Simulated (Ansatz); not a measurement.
Output of an Ansatz run (abridged):

```
WARN the atoms were moved onto the symmetric positions of the space group found under crystal.symmetry.tolerance 1.0e-5 (fractional …
WARN basis.ecutwfc = 420 eV, the default
WARN ansatz: RAYON_NUM_THREADS=1 ignored (pool sized by the plan → 1); use --threads N
Pseudopotentials: kind: paw
Pseudopotential: Ti, paw, valence charge 12
Pseudopotential: Si, paw, valence charge 4
Crystal: 4 atoms, lattice volume = 83.068 Å³
Basis set: ecut = 420 eV, 1639 PW (Γ), exchange–correlation on 60×60×80 points (8 copies of the dense FFT grid, shifted against one another)
Bands: 20, of which v1, the nominal top of the filled ones, is band 16 counted from 1 (15 counted from 0)
Symmetry: 24 space group operations
Space group: P63/mmc (ITA 194), of the structure as read, at distance tolerance 4.4e-5 Å
k-points: 30 of 320
PAW frozen core: Ti, regenerated for the run's functional, and the local potential with it
PAW frozen core: Si, regenerated for the run's functional, and the local potential with it
Initial density: superposition of atomic densities (neutral atoms: chi_scale 0, normalization atom), corrected by the library's trained network
Initial wavefunctions: pseudopotential atomic-orbital guess
Eigensolver: davidson
Functional: x = pbesol(κ = 0.804, μ = 0.12345679012345678), c = pbesol(β = 0.046)
SCF iter   1: F=—  HF=-6190.797612 eV  |F-HF|=—  |Δ(HF+E_count)|=         —  Δρ=8.72e-3  dr2=7.45e-2  ethr=1.77e-3  ⟨swp⟩=5.1  Hψ=2779  notcnv=0
all-band conjugate gradients solve this SCF's bands
preconditioner: auto → Kerker (q_TF=auto, 2.327 Å⁻¹)
SCF iter   2: F=—  HF=-6190.784795 eV  |F-HF|=—  |Δ(HF+E_count)|=   1.28e-2  Δρ=2.15e-3  dr2=2.96e-3  ethr=2.33e-4  ⟨swp⟩=2.2  Hψ=994  notcnv=0
SCF iter   3: F=—  HF=-6190.784305 eV  |F-HF|=—  |Δ(HF+E_count)|=   4.90e-4  Δρ=9.70e-4  dr2=6.62e-4  ethr=9.26e-6  ⟨swp⟩=2.1  Hψ=742  notcnv=0
SCF iter   4: F=—  HF=-6190.784188 eV  |F-HF|=—  |Δ(HF+E_count)|=   1.16e-4  Δρ=1.18e-4  dr2=1.49e-5  ethr=2.07e-6  ⟨swp⟩=2.0  Hψ=811  notcnv=0
SCF iter   5: F=—  HF=-6190.784157 eV  |F-HF|=—  |Δ(HF+E_count)|=   3.11e-5  Δρ=3.07e-5  dr2=9.36e-7  ethr=4.64e-8  ⟨swp⟩=2.0  Hψ=809  notcnv=0
SCF iter   6: F=-6190.784157 eV  HF=-6190.784157 eV  |F-HF|=2.24e-9  |Δ(HF+E_count)|=   1.45e-7  Δρ=8.46e-6  dr2=9.52e-8  ethr=3.13e-10  ⟨swp⟩=5.7  Hψ=2491  notcnv=0
SCF 1 converged in 6 iterations: F = -6190.784157 eV  dr2 = 9.52e-8
SCF converged after 6 iterations
Free energy (F): -6190.784157 eV
Harris-Foulkes:  -6190.784157 eV  (|F-HF|=2.24e-9)
Internal energy: -6190.667559 eV  (E = F + TS)
E sigma→0 (E₀):  -6190.725858 eV
Entropy (-TS):   -0.116598 eV (-29.150 meV/atom)
Fermi energy:    7.629186 eV
--- Per-component energies (eV) ---
  E_band       = -421.203222
  E_kinetic    = 612.074374
  E_local      = -2356.533332  (includes V_loc(G=0)·N_el)
  E_nonlocal   = 69.172556
  E_hartree    = 963.827988
  E_xc         = -298.140627
  E_vxc        = -330.529525  (∫ρ·V_xc dr)
  E_paw        = -3040.853365  (= ΣΔE_a)
  E_vpaw       = -343.040228  (= ΣTr[D̂ρ^β])
  E_aug_tail   = 0.000222  (compensation charges beyond the density's cutoff)
  E_ewald      = -2140.557265
  E_core_change = 0.341890  (= ΣΔE_core)
  E_smearing   = -0.116598  (= −TS)
  E_closure    = -0.000000  (closes the sum)
  Σ components = -6190.784157   (vs F -6190.784157, Δ=0.00e0)
--- Forces (eV/Å), atoms counted from 1 ---
  atom   1  Ti    -0.00000000    -0.00000000     0.00000000
   [... zero for the other atoms too ...]
  max |Σ_I F_I| component: 1.85e-17 eV/Å
--- Stress (GPa, compression-positive) ---
      -18.549308       0.000000       0.000000
        0.000000     -18.549308       0.000000
        0.000000       0.000000      -2.911361
  P = ⅓ Tr σ = -13.3367 GPa (-133.367 kbar)
  The stress holds the Pulay correction. Without it, at fixed plane waves, as pw.x and ABINIT print it: P = -13.3523 GPa
--- Band table (eV; the first three rows and the last of 30) ---
  k-point 0: bands = ["-49.0759", "-49.0268", "-25.4750", "-25.4633", "-25.4633", "-25.4170", "-25.4170", "-25.0661", "-1.0011", "2.1069", "4.3002", "6.0914", "6.0914", "7.0033", "7.8049", "7.8049", "8.3569", "8.3569", "9.9261", "9.9261"]
  k-point 1: bands = ["-49.0712", "-49.0315", "-25.4589", "-25.4589", "-25.4368", "-25.4215", "-25.4215", "-25.1060", "-0.8287", "1.4549", "5.1111", "6.2269", "6.2269", "7.1475", "7.9291", "7.9291", "7.9479", "7.9479", "9.3480", "9.3480"]
  k-point 2: bands = ["-49.0590", "-49.0438", "-25.4474", "-25.4474", "-25.4331", "-25.4331", "-25.3360", "-25.2097", "-0.3241", "0.4723", "6.4576", "6.6214", "6.6214", "7.2335", "7.2335", "7.2664", "8.2811", "8.2811", "8.7926", "8.7926"]
  k-point 29: bands = ["-49.0581", "-49.0430", "-25.4600", "-25.4559", "-25.4448", "-25.4411", "-25.3333", "-25.2077", "1.3927", "1.4477", "4.7548", "4.9723", "5.5807", "6.2656", "7.2109", "7.2173", "8.4629", "8.7806", "8.8440", "9.1292"]
```

The structure:

```xyz
4
Lattice="4.0980 0.0000 0.0000 -2.0490 3.5490 0.0000 0.0000 0.0000 5.7116" Properties=species:S:1:pos:R:3 pbc="T T T"
Ti     0.0000     0.0000     0.0000
Ti     0.0000     0.0000     2.8558
Si     0.0000     2.3660     1.4279
Si     2.0490     1.1830     4.2837
```

Task: What input produced this log?

Result: Other spellings and defaults could give the same log, and not every line can be read from it. The input that was run (DFT, PBEsol, plane waves, default PAW files made with PBE):

Ansatz 0.2 input:
```yaml
# TiSi
crystal:
  lattice:
    - [4.097995, 0.000000, 0.000000]
    - [-2.048997, 3.548968, 0.000000]
    - [0.000000, 0.000000, 5.711602]
  atoms:
    - { symbol: Ti, position: [0.000000, 0.000000, 0.000000] }
    - { symbol: Ti, position: [0.000000, 0.000000, 0.500000] }
    - { symbol: Si, position: [0.333333, 0.666667, 0.250000] }
    - { symbol: Si, position: [0.666667, 0.333333, 0.750000] }
kpoints:
  mp_grid: { grid: [8, 8, 5] }
hamiltonian:
  xc: pbesol
  pseudopotentials: { kind: paw }
scf:
  occupations: { method: fermi_dirac, width: 0.0073 Ry }
output:
  forces: true
  eigenvalues: true
  stress: true
```

The starting cell was generated: these elements placed on a structure prototype, without a prior relaxation; it need not be a known phase or ordering of this composition. Spin polarisation is off. With a pressure of about -13 GPa the cell is away from its equilibrium volume at this level. Ansatz's pressure includes its estimate of the finite-basis (Pulay) stress.

Ansatz is an electronic-structure program.
